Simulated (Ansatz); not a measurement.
The starting structures come from a database of crystals and need not be the phases stable at ambient conditions.

Here is the system:

```
Rb3YF6
1.0
    7.17424     0.00000     0.00000
    0.00000     7.17424     0.00000
    3.58712    -3.58712     4.82310
Rb Y F
3 1 6
Direct
  0.75000   0.75000   0.50000
  0.25000   0.25000   0.50000
  0.50000   0.50000   0.00000
  0.00000   0.00000   0.00000
  0.00000   0.69613   0.00000
  0.00000   0.30387   0.00000
  0.30387   0.00000   0.00000
  0.69613   0.00000   0.00000
  0.76962   0.23038   0.46076
  0.23038   0.76962   0.53924
```

Space group of this cell: I4/mmm. The cell is taken as given; by r2SCAN its mean pressure is -1.4 GPa.

Transport runs along the normal of the first two printed cell vectors, the (001) plane of the conventional cell.

The gap is the functional's own. No spin-orbit coupling. Mid-gap values are interpolated on the energy grid.

Q: Estimate the band gap and the smallest decay constant κ at mid-gap that r2SCAN (Ansatz, an electronic-structure program) returns for this system.

A: Gap 5.78 eV on a 6×6×6 mesh; κ = 0.466 1/Å, at the zone centre.
